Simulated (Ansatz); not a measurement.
The structure below was relaxed with plane-wave PAW DFT at the PBEsol-D3(BJ) level (Ansatz, an electronic-structure program, 420 eV), no spin-orbit coupling.

Space group P6₃/mmc (No. 194); a = b = 3.1166 Å, c = 12.5836 Å, α = β = 90.00°, γ = 120.00°

```json
[
 {"atom": "Re", "site": "2c", "symmetry": "-6m2", "x": "0.3333", "y": "0.6667", "z": "0.2500"},
 {"atom": "Se", "site": "4f", "symmetry": "3m.", "x": "0.6667", "y": "0.3333", "z": "0.1105"}
]
```

### Question
Write out a cell with all atoms.

### Answer
```cif
data_Re2Se4
_chemical_formula_sum 'Re2 Se4'
_space_group_name_H-M_alt 'P 1'
_space_group_IT_number 1
_cell_length_a 3.11656
_cell_length_b 3.11656
_cell_length_c 12.58361
_cell_angle_alpha 90.000
_cell_angle_beta 90.000
_cell_angle_gamma 120.000
loop_
_space_group_symop_operation_xyz
  'x, y, z'
loop_
_atom_site_label
_atom_site_type_symbol
_atom_site_fract_x
_atom_site_fract_y
_atom_site_fract_z
_atom_site_occupancy
Re1 Re 0.33333 0.66667 0.25000 1
Re2 Re 0.66667 0.33333 0.75000 1
Se1 Se 0.33333 0.66667 0.61051 1
Se2 Se 0.66667 0.33333 0.11051 1
Se3 Se 0.66667 0.33333 0.38949 1
Se4 Se 0.33333 0.66667 0.88949 1
```
This is the conventional cell.

Stability against distortions was not tested. All final runs are without spin polarisation. The cell was made from MoSe2 by this change: Mo → Re; the result is a hypothetical phase, not in the database extracts checked. ReSe2 has a high density of states at the Fermi level and may be magnetic at this level.
